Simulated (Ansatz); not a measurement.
**B (model structure, started from the C4 type, I4₁32, No. 214, 4 atoms in the cell): properties by level of theory**

```
level (code)           lattice constant a (Å)  cohesive energy (eV/atom)
---------------------  ----------------------  -------------------------
PBE (Ansatz)                            4.653                       5.58
PBEsol (Ansatz)                         4.633                       5.88
r²SCAN+rVV10 (Ansatz)                   4.634                       5.63
```

Ansatz's density-functional and Hartree–Fock values are scalar-relativistic unless marked +SOC, with PAW data made under PBE.

Free atoms are spin-polarised, in the lowest state found; at levels without +SOC their spin–orbit coupling is left out.

A model structure was made by putting elements into a prototype or built by hand; it is no filed structure, need not be a known phase, and can be a saddle point held by its symmetry.

Ansatz is a program for electronic structure.
